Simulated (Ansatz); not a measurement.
A self-consistent single point of the (001) slab of MoCl6 (cut from a parent of space group no. 162; 14 atoms in the cell) with Ansatz (an electronic-structure program).

Method of the run: LDA (PW92), default PAW files made with PBE (plane waves; Ansatz).

```yaml
crystal:
  lattice:
    - [6.15496, 0.00000, 0.00000]
    - [-3.07748, 5.33035, 0.00000]
    - [0.00000, 0.00000, 22.28939]
  atoms:
    - { symbol: Mo, position: [0.00000, 0.00000, 0.37328] }
    - { symbol: Cl, position: [0.30361, 0.30361, 0.31405] }
    - { symbol: Cl, position: [0.69639, 0.69639, 0.43251] }
    - { symbol: Cl, position: [0.69639, 0.00000, 0.31405] }
    - { symbol: Cl, position: [0.30361, 0.00000, 0.43251] }
    - { symbol: Cl, position: [0.00000, 0.69639, 0.31405] }
    - { symbol: Cl, position: [0.00000, 0.30361, 0.43251] }
    - { symbol: Mo, position: [0.00000, 0.00000, 0.62672] }
    - { symbol: Cl, position: [0.30361, 0.30361, 0.56749] }
    - { symbol: Cl, position: [0.69639, 0.69639, 0.68595] }
    - { symbol: Cl, position: [0.69639, 0.00000, 0.56749] }
    - { symbol: Cl, position: [0.30361, 0.00000, 0.68595] }
    - { symbol: Cl, position: [0.00000, 0.69639, 0.56749] }
    - { symbol: Cl, position: [0.00000, 0.30361, 0.68595] }
```

Reference input (self-consistent single point, DFT, LDA (PW92), plane waves, default PAW files made with PBE): basis.ecutwfc = 30.9 Ry; kpoints.mp_grid.grid = 4 4 1; hamiltonian.xc = lda; hamiltonian.pseudopotentials = {kind: paw} (the program's default PAW files); scf.occupations.method = fermi_dirac; scf.occupations.width = 0.0037 Ry. This run's input differs from it in these lines:

Ansatz 0.2 input:
```diff
@@ -25,3 +25,3 @@
   mp_grid:
-    grid: [4, 4, 1]
+    grid: [5, 5, 1]
 hamiltonian:
```

Log, with long lists cut:

```
SCF iter   1: F=—  HF=-22224.175921 eV  |F-HF|=—  |Δ(HF+E_count)|=         —  Δρ=3.95e-3  dr2=8.51e-2  ethr=1.77e-3  ⟨swp⟩=8.6  Hψ=1699  notcnv=0  defer=8
all-band conjugate gradients solve this SCF's bands
preconditioner: auto → Resta (q_TF=auto, 1.996 Å⁻¹)
SCF iter   2: F=—  HF=-22224.164373 eV  |F-HF|=—  |Δ(HF+E_count)|=   1.15e-2  Δρ=2.21e-3  dr2=4.03e-2  ethr=7.60e-5  ⟨swp⟩=2.2  Hψ=602  notcnv=0  defer=20
   [... lines left out ...]
SCF iter   6: F=—  HF=-22224.158359 eV  |F-HF|=—  |Δ(HF+E_count)|=   6.43e-5  Δρ=4.32e-5  dr2=1.57e-5  ethr=1.22e-7  ⟨swp⟩=2.6  Hψ=639  notcnv=0  defer=20
SCF iter   7: F=—  HF=-22224.158488 eV  |F-HF|=—  |Δ(HF+E_count)|=   1.30e-4  Δρ=6.97e-6  dr2=7.13e-7  ethr=1.40e-8  ⟨swp⟩=2.2  Hψ=501  notcnv=0  defer=20
SCF iter   8: F=—  HF=-22224.158489 eV  |F-HF|=—  |Δ(HF+E_count)|=   2.14e-7  Δρ=2.60e-6  dr2=1.20e-7  ethr=6.37e-10  ⟨swp⟩=2.6  Hψ=542  notcnv=0  defer=20
SCF iter   9: F=-22224.158489 eV  HF=-22224.158489 eV  |F-HF|=1.11e-9  |Δ(HF+E_count)|=   1.59e-8  Δρ=4.47e-7  dr2=3.45e-9  ethr=8.93e-11  ⟨swp⟩=16.4  Hψ=1450  notcnv=0
SCF 1 converged in 9 iterations: F = -22224.158489 eV  dr2 = 3.45e-9
Free energy (F): -22224.158489 eV
Internal energy: -22224.158472 eV  (E = F + TS)
E sigma→0 (E₀):  -22224.158480 eV
Entropy (-TS):   -0.000016 eV (-0.001 meV/atom)
Fermi energy:    -2.422150 eV
--- Forces (eV/Å), atoms counted from 1 ---
  atom   1  Mo     0.00000000     0.00000000     0.00024358
  atom   2  Cl    -0.04861999    -0.08421230     0.17844441
  atom   3  Cl     0.05640059     0.09768868    -0.04639993
  atom   4  Cl     0.09723999     0.00000000     0.17844441
  atom   5  Cl    -0.11280117    -0.00000000    -0.04639993
  atom   6  Cl    -0.04861999     0.08421230     0.17844441
  atom   7  Cl     0.05640059    -0.09768868    -0.04639993
  atom   8  Mo    -0.00000000     0.00000000    -0.00024358
   [... lines left out ...]
  atom  14  Cl     0.04861999    -0.08421230    -0.17844441
--- Stress (GPa, compression-positive) ---
       -1.009662      -0.000000       0.000000
        0.000000      -1.009662      -0.000000
        0.000000      -0.000000      -0.880018
  P = ⅓ Tr σ = -0.9664 GPa (-9.664 kbar)
  The stress holds the Pulay correction. Without it, at fixed plane waves, as pw.x and ABINIT print it: P = -0.9683 GPa
```

The run converged in 9 iterations. Against the reference run the free energy stays essentially unchanged (within 1 meV/atom), the largest force stays at 0.203 eV/Å and the gap on the mesh goes from 1.130 to 1.098 eV.

The starting cell comes from a database of computed structures (which also holds hypothetical and non-ambient phases and stackings), without a prior relaxation at this level. The slab is cut from that crystal, and its faces are unrelaxed. Its lattice was rescaled by up to half a per cent. Spin polarisation is off, though cut faces can carry moments; a gap of a slab can lie between surface states.
